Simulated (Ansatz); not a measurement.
System: Ag (model structure, started from the diamond type, Fd-3m, No. 227, 2 atoms in the cell). Method: PBEsol (Ansatz, a first-principles code, plane waves, PAW).

Settings: plane-wave cutoff 520 eV, 16×16×16 k mesh, Fermi–Dirac smearing 0.05 eV, no spin polarisation, scalar-relativistic PAW data made under PBE.

Cell (relaxed at this level):

```xyz
2
Lattice="0.0000 3.0189 3.0189 3.0189 0.0000 3.0189 3.0189 3.0189 0.0000" Properties=species:S:1:pos:R:3 pbc="T T T"
Ag     1.5095     1.5095     1.5095
Ag     0.0000     0.0000     0.0000
```

### Question
Give the computed bulk modulus.

### Answer

* **bulk modulus**: 41.9 GPa

The run finds no gap.

Note: the bulk modulus is −V dP/dV from two relaxed cells at ±2 % in volume; the relaxation could raise the start's symmetry but not lower it, so the cell can be a saddle point.

Static lattice: no zero-point or thermal effects.

Cost on a shared machine: very roughly 70 core-seconds.

A model structure was made by putting elements into a prototype or built by hand; it is no filed structure, need not be a known phase, and can be a saddle point held by its symmetry.
